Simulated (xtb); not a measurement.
xtb 6.7.1, GFN1-xTB: W(O)(S)(NH2)(NMe2) (C[N](C)[W]([NH2])(=[O])=[S]), 15 atoms. The geometry is a generated start, not checked to be a minimum at this level.

```json
{
  "run_flags": "--grad",
  "method": "GFN1-xTB",
  "--acc": "1 (default)",
  "--etemp (K)": "300 (default)",
  "basis_functions": "56",
  "valence_electrons": "44"
}
```

```xyz
15

W      0.7776     1.2148     0.1251
O      2.3014     1.2289    -0.5946
S      0.8802     1.5672     2.2862
N     -0.4874     2.5676    -0.5994
H     -1.0540     3.1791    -0.0039
H     -0.4756     2.9907    -1.5330
N      0.0243    -0.5709    -0.0580
C     -1.1510    -1.0259     0.6804
C      0.7489    -1.7074    -0.6225
H     -1.8163    -1.6106     0.0287
H     -0.8559    -1.6643     1.5286
H     -1.7078    -0.1596     1.0663
H      1.0540    -2.4012     0.1758
H      0.1196    -2.2639    -1.3328
H      1.6421    -1.3447    -1.1468
```

Charge 0 and multiplicity 1 are set for this test and not shown to be the ground state.

One run each on 1 thread. Values of broydamp tried: 0.02, 0.05, 0.1, 0.2, 0.4 (default), 0.6, 0.8, 1.

### Question
How does the count of SCC iterations change with broydamp, and where is it least?

### Answer
Fewest SCC iterations, within one of each other: 0.2 with 12, 0.4 (default) with 11, 0.6 with 11. The count rises to 18 at 0.02. All converge to one solution.

```csv
broydamp,SCC iterations,end
0.02,18,same solution
0.05,16,same solution
0.1,15,same solution
0.2,12,same solution
0.4 (default),11,same solution
0.6,11,same solution
0.8,13,same solution
1,14,same solution
```
